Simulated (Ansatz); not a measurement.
Zinc-blende PbSe (model structure) was calculated with r²SCAN in Ansatz (PAW).

Settings: plane-wave cutoff 500 eV, 10×10×10 k mesh, Fermi–Dirac smearing 0.05 eV, scalar-relativistic PAW data made under PBE.

Cell (relaxed at this level):

```xyz
2
Lattice="0.0000 3.4232 3.4232 3.4232 0.0000 3.4232 3.4232 3.4232 0.0000" Properties=species:S:1:pos:R:3 pbc="T T T"
Pb     0.0000     0.0000     0.0000
Se     1.7116     1.7116     1.7116
```

Question: Give the computed band gap.

Answer: 
band gap: 0.84 eV (on the SCF k mesh)

Note: the relaxation could raise the start's symmetry but not lower it, so the cell can be a saddle point.

Spin–orbit coupling is not included; with these elements it can move the gap by several tenths of an eV or more.

Cost on a shared machine: around 90 core-seconds (rough).

A model structure was made by putting elements into a prototype or built by hand; it is no filed structure, need not be a known phase, and can be a saddle point held by its symmetry.

Ansatz is a program for electronic structure.
